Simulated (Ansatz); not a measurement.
Start from SiO2 (space group P3_221, No. 154; a = 4.8658 Å, c = 5.3652 Å). Axes: x lies along a and z along c of the hexagonal cell.

The change: biaxial strain +2.25 %, plane normal [001], relaxed out of plane (Cartesian); in-plane vectors clamped, the third vector and the atoms free.

Computed with LDA/PAW in Ansatz (a quantum-chemistry and plane-wave program), no SOC.

Base, band edges from the VBM (valence, conduction): K 0.00, 8.76; H -0.58, 8.97; M -0.05, 8.16; L -0.17, 8.83; A -0.07, 7.81; Γ -0.29, 5.83 eV.

Q: Give the band edges at the high-symmetry points of the new zone, measured from its valence-band maximum.

A: 
```tsv
point	valence edge (eV)	conduction edge (eV)
Γ	-0.35	5.68
M	-0.04	7.91
K	0.00	8.59
A	-0.09	7.63
L	-0.22	8.64
H	-0.63	8.79
```

The gap is 5.68 eV, indirect, K → Γ.

Stability against distortions was not tested.
